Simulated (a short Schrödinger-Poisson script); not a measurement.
Structure: MOS inversion layer, Si3N4 on p-type Si(100), at 400 K.

| layer | material | thickness (nm) | Na (cm⁻³) |
|---|---|---|---|
| 1 | Si3N4 | 3.1 | - |
| 2 | Si | 910 | 2.2e17 |

The device is made up for the run: typed textbook-type constants, with dimensions and the other settings drawn at random. Si3N4: permittivity 7.5, conduction-band edge (eV) 1.95, gap (eV) 5.1, electron mass (mₑ) 0.5. Si: permittivity 11.7, conduction-band edge (eV) 0, gap (eV) 1.124, Nv at 300 K (cm⁻³) 3.1e19.

Channel valleys (confinement mass, in-plane density-of-states mass, number): Δ2 0.916, 0.19, 2; Δ4 0.19, 0.417, 4. At the gate the conduction-band edge of layer 1 lies 2.04 eV − eVg above the Fermi level of the channel; the field vanishes at the back. Gaps are held at their typed values at every temperature. Mesh 0.03 nm at interfaces.

Solved with a short Schrödinger-Poisson script written for these runs: 1D Poisson equation in equilibrium, electrons quantum, Hartree (BenDaniel-Duke, 12 states a valley, the channel's in-plane mass for all, wave functions ending at the dielectric), parabolic valleys, classical holes, full ionisation, no traps, pinning or gate leakage.

### Question
List the lowest subbands of each valley and their electrons at Vg = 0.9 V.

### Answer
```tsv
valley	subband	energy from the Fermi level (meV)	electrons (cm⁻²)	share (%)
Δ2	0	-2.5	4.00e12	59.6
Δ2	1	87.8	4.12e11	6.2
Δ2	2	141.1	9.05e10	1.4
Δ4	0	83.7	2.03e12	30.3
Δ4	1	186.4	1.08e11	1.6
Δ4	2	257.3	1.38e10	0.2
```

All electrons: 6.70e12 cm⁻².
